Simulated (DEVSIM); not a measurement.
Device: abrupt Si p-n junction, at 300 K.

Layer 1 from the left is Si, thickness (μm) 1.40, Na (cm⁻³) 1.6e15, τn (s) 0.00011, τp (s) 0.00011. Layer 2 from the left is Si, thickness (μm) 0.150, Nd (cm⁻³) 8.1e15, τn (s) 0.00011, τp (s) 0.00011.

Left contact: ohmic. Right contact: ohmic. Voltage is applied to the left contact. Recombination: SRH at mid-gap, radiative. Mobility is constant in doping.

Constants are typed, rounded textbook-type inputs, not results; the design itself was drawn at random and stands for no fabricated device. Values at 300 K.

Si: gap (eV) 1.124, affinity (eV) 4.05, permittivity 11.7, Nc (cm⁻³) 2.86e19, Nv (cm⁻³) 3.1e19, μn (cm²/Vs) 1417, μp (cm²/Vs) 470, B (cm³/s) 4.7e-15.

DEVSIM, 1D drift-diffusion, Boltzmann statistics, complete ionisation; no tunnelling, impact ionisation, image-force lowering or self-heating.

Task: What does the simulation give for the dark forward voltage at 1 A/cm², the dark forward voltage at 100 A/cm², the potential step across the device at zero bias?

Result: dark forward voltage at 1 A/cm² 0.488 V; dark forward voltage at 100 A/cm² 0.640 V; potential step across the device at zero bias 0.658 V.
